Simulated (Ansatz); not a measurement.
**Computed paths: interstitial H in polar orthorhombic HfO2 with all lengths changed by -1 %, charge state +1**

Defect: interstitial H in polar orthorhombic HfO2 with all lengths changed by -1 %, charge state +1. All values below come from PBE, PAW (plane waves to 420 eV; Ansatz, an electronic-structure program).

96-site cell at the strained lattice (strain from the relaxed PBE one, atoms relaxed), the Γ point alone, smearing 0.01 eV, spin-restricted, no finite-size correction. No zero-point or tunnelling terms. Spin-orbit coupling is left out. The host's phase is taken as given; its stability against other phases was not computed. The charge state is imposed; whether it is stable for some Fermi level was not computed. Sites that were not tried may lie lower.

Barriers: single points on a 2×2×2 k-point mesh shifted by half a step at the bands' geometries.

| Route | Start site over the lowest site run (eV) | Hop (Å) | Forward barrier (eV) | Backward barrier (eV) | Neighbours at the start | Neighbours at the saddle | Saddle order | Forward, on the band's own sampling (eV) |
|---|---|---|---|---|---|---|---|---|
| H moves alone to another site | 0.00 | 1.31 | 0.40 | 0.20 | O at 0.98, O at 1.92 Å | Hf at 2.09; O at 1.20, O at 1.25, O at 2.14 Å | not checked | 0.41 |
| H moves alone to another site | 0.20 | 2.55 | 0.68 | 0.68 | O at 1.00, O at 1.74, O at 1.99 Å | Hf at 2.07, Hf at 2.15; O at 1.01, O at 1.75, O at 2.18 Å | not checked | 0.68 |
| H moves alone to another site | 0.00 | 2.15 | 1.01 | 0.81 | O at 0.98, O at 1.92 Å | Hf at 2.06, Hf at 2.12; O at 1.00, O at 1.83, O at 1.98 Å | not checked | 1.01 |

Paths come from climbing-image nudged elastic band runs. Of the routes that converged and passed our checks, the lowest saddle point lies 0.40 eV above the lowest of the sites run (H moves alone to another site); other sites, such as split forms, and other routes may lie lower. 

The whole set of runs took very roughly 5 core-hours.
